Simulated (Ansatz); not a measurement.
The starting structures come from a database of crystals and need not be the phases stable at ambient conditions.

The decay constant κ of evanescent states in the gap governs leakage through a thin film.

```xyz
12
Lattice="5.6667 0.0000 0.0000 2.8334 6.9710 0.0000 0.0000 2.3032 5.1775" Properties=species:S:1:pos:R:3 pbc="T T T"
Ba     2.8334     5.2129     3.8832
Ba     2.8334     1.1516     2.5888
W      5.6667     4.0613     1.2944
W      0.0000     0.0000     0.0000
O      4.3591     1.2038     0.2428
O      4.9556     6.7479     4.8703
O      1.3076     2.9290     4.1209
O      6.3778     5.5076     2.0821
O      1.3076     2.8575     1.0516
O      3.5445     6.5877     1.6017
O      4.3591     3.4355     2.3511
O      7.7890     7.8280     4.3898
```

Space group of this cell: I4_1/a. The cell is taken as given; by r2SCAN its mean pressure is -2.2 GPa.

Transport runs along the normal of the first two printed cell vectors, the (101) plane of the conventional cell.

No gap correction and no spin-orbit coupling; mid-gap values are interpolated between computed energies.

Question: State the band gap and the smallest decay constant κ at mid-gap according to Ansatz (a program for electronic structure) with r2SCAN.

Answer: Gap 5.16 eV on a 6×6×6 mesh; κ = 0.567 1/Å, at (0.000, 0.333) of the in-plane reciprocal vectors. At the zone centre, at the nearest computed energy, the slowest state has κ = 0.61 1/Å.
